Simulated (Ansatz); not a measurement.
Here is the system:

```xyz
6
Lattice="2.1770 -3.6259 0.0000 2.1770 3.6259 0.0000 0.0000 0.0000 12.9569" Properties=species:S:1:pos:R:3 pbc="T T T"
Hg     2.1770    -1.1059     0.0180
Hg     2.1770     1.1059     6.4965
I      2.1770    -0.9267     8.2725
I      2.1770     0.9267     1.7940
I      2.1770     3.1325     4.7091
I      2.1770    -3.1325    11.1876
```

The numbers are results of PBEsol+D3BJ with spin-orbit coupling, rigid bands (plane waves, PAW; Ansatz, a quantum-chemistry and plane-wave program), not measurements. Condition of this run: spin-orbit coupling switched on. Geometry: cell and atoms relaxed with PBEsol+d3bj.

### Question
What conductivity effective mass do dilute holes have at 300 K?

### Answer
0.98 (x), 1.96 (y), 0.43 (z) mₑ.

### Question
What conductivity effective mass do dilute electrons have at 300 K?

### Answer
0.73 (x), 2.0 (y), 0.27 (z) mₑ.

### Question
And the band gap?

### Answer
0.95 eV at this level; semilocal functionals usually fall short of the measured gap.

Rigid bands, one relaxation time for all states, no polarons. Geometry: cell and atoms relaxed with PBEsol+D3(BJ).

Formula and space group known from diffraction (Crystallography Open Database), not checked to be the room-temperature form: HgI2 (Cmc2_1). PBEsol with a dispersion correction tends to overbind, so the cell can be several per cent short, in bad cases over ten, which usually narrows a gap: HgI2 (Cmc2_1).
